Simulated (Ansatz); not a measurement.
The starting structures come from a database of crystals and need not be the phases stable at ambient conditions.

Data:

```yaml
crystal:
  lattice:
    - [7.40294, 0.00000, 0.00000]
    - [-3.70147, 6.41113, 0.00000]
    - [0.00000, 0.00000, 3.80639]
  atoms:
    - { symbol: W, position: [0.50000, 0.00000, 0.00000] }
    - { symbol: W, position: [0.50000, 0.50000, 0.00000] }
    - { symbol: W, position: [0.00000, 0.50000, 0.00000] }
    - { symbol: O, position: [0.57154, 0.78577, 0.00000] }
    - { symbol: O, position: [0.42846, 0.21423, 0.00000] }
    - { symbol: O, position: [0.78577, 0.57154, 0.00000] }
    - { symbol: O, position: [0.21423, 0.42846, 0.00000] }
    - { symbol: O, position: [0.21423, 0.78577, 0.00000] }
    - { symbol: O, position: [0.78577, 0.21423, 0.00000] }
    - { symbol: O, position: [0.50000, 0.50000, 0.50000] }
    - { symbol: O, position: [0.00000, 0.50000, 0.50000] }
    - { symbol: O, position: [0.50000, 0.00000, 0.50000] }
```

Space group of this cell: P6/mmm. The cell is taken as given; by PBEsol its mean pressure is -1.4 GPa.

Transport runs along the normal of the first two printed cell vectors, the (001) plane of the conventional cell.

The gap is the functional's own. No spin-orbit coupling. Mid-gap values are interpolated on the energy grid.

### Question
Estimate the band gap and the smallest decay constant κ at mid-gap that Ansatz (a quantum-chemistry and plane-wave program) with PBEsol returns for this system.

### Answer
Gap 0.61 eV on a 6×6×8 mesh; κ = 0.103 1/Å, at the zone centre.
